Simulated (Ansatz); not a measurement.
Base system: Ru in the simple cubic structure (space group Pm-3m, No. 221; a = 2.4802 Å; a hypothetical phase, not in the database extracts checked).

Levels (all Ansatz, a program for electronic structure, PAW): PBEsol (420 eV, scalar-relativistic without spin-orbit coupling); PBEsol+SOC (420 eV, spin-orbit coupling included).

The geometry is relaxed with PBEsol.

* **PBEsol pressure**: 0.0 GPa

Task: Predict the pressure from PBEsol+SOC.

Result: The pressure goes from zero to 0.2 GPa.

Single points use the geometry relaxed with PBEsol. The spin-orbit shifts are approximate. No phonon test of stability was made. The runs without spin-orbit coupling are not spin-polarised.
